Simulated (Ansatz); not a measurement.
# Harmonic thermodynamics of zinc blende GaAs

Per mole of formula units at the relaxed static volume; finite displacements on a 6×6×6 mesh, PBE in Ansatz (a first-principles code), k mesh 12×12×12, fermi-dirac smearing of 0.03 eV; sums on an interpolated 12×12×12 mesh. At this level the gap is small or closed, and a narrow smearing was used. Dynamical quadrupoles are not included in the interpolation of the phonons between the solved wave vectors. Zero-point energy 6.11 kJ/mol.

```
T (K)  F_vib (kJ/mol)  S (J/mol/K)  C_V (J/mol/K)
-----  --------------  -----------  -------------
100              5.22         23.3           30.8
150              3.68         37.6           39.2
200              1.50         49.5           43.3
250             -1.23         59.4           45.5
300             -4.42         67.8           46.8
400                 …            …              …
600            -30.31        101.2           49.1
800            -52.03        115.4           49.4
1000           -76.26        126.4           49.6
```

Q: Fill in the missing entries.

A: 
- 400, F_vib (kJ/mol): -11.91
- 400, S (J/mol/K): 81.5
- 400, C_V (J/mol/K): 48.1

No phase change or melting is allowed for: the numbers belong to this structure as given.
